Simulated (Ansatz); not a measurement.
Nb interstitial in ferroelectric LiNbO3 (the name describes the start): one set of geometries, relaxed with PBE, evaluated in Ansatz (PAW, plane waves to 420 eV, 500 eV under r2SCAN) with PBE, r2SCAN.

Set-up: 120-site cell; 2×2×2 Γ-centred k-points; start: void with 2O nearest, no. 1; energies good to tenths of an eV; relaxed from one start, so a lower configuration may exist.

```csv
quantity,PBE,r2SCAN
largest moment on one atom at charge +2 (μB),0.16,0.19
neutral formation energy against bcc Nb (eV),2.25,2.03
largest moment on one atom at charge 0 (μB),0.17,0.22
```

Ansatz is an electronic-structure program.
